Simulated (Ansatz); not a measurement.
## Rock-salt BeS (model structure)

Calculation: PBEsol (Ansatz, a quantum-chemistry and plane-wave program, PAW).

Run with plane-wave cutoff 500 eV, 16×16×16 k mesh, Fermi–Dirac smearing 0.05 eV, scalar-relativistic PAW data made under PBE.

Cell (relaxed at this level):

```yaml
crystal:
  lattice:
    - [0.00000, 2.29477, 2.29477]
    - [2.29477, 0.00000, 2.29477]
    - [2.29477, 2.29477, 0.00000]
  atoms:
    - { symbol: Be, position: [0.00000, 0.00000, 0.00000] }
    - { symbol: S, position: [0.50000, 0.50000, 0.50000] }
```

| Quantity | Value |
|---|---|
| band gap | 0.97 eV (on the SCF k mesh) |

Note: the relaxation could raise the start's symmetry but not lower it, so the cell can be a saddle point.

Computed values are for the static lattice.

The result took about 10 core-seconds (a rough figure).

A model structure was made by putting elements into a prototype or built by hand; it is no filed structure, need not be a known phase, and can be a saddle point held by its symmetry.
